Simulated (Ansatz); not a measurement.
Structures of equal composition on the (0001) surface of hcp Ru: a pseudomorphic layer of Fe in the host's stacking; a pseudomorphic layer of Fe in the other hollow. The slabs share one bottom face, and each structure is named by its start. These are constructed structures in small cells; real faces may alloy, dewet or reconstruct in larger ones, and not all known structures of the face are among them. Slabs of about 11 Å, Fermi-Dirac smearing of 0.1 eV. Bottom of the slabs: a bare face, its two planes held. Relaxed from the named starts with such symmetry as they have, on meshes of like density; energies extrapolated to zero smearing; spin only where a row says so; no spin-orbit coupling, no U. Brackets mark spin-polarised runs, whose order is one that fits the cell.

These are PBE (plane waves to 420 eV, PAW; Ansatz, a program for electronic structure) values and carry that method's errors.

Task: Rank these by energy per 1x1 cell (lowest first), as PBE gives it.

Result: a pseudomorphic layer of Fe in the host's stacking (0.000 eV [spin, 2.5 μB a cell]), a pseudomorphic layer of Fe in the other hollow (0.087 eV [spin, 2.7 μB a cell])
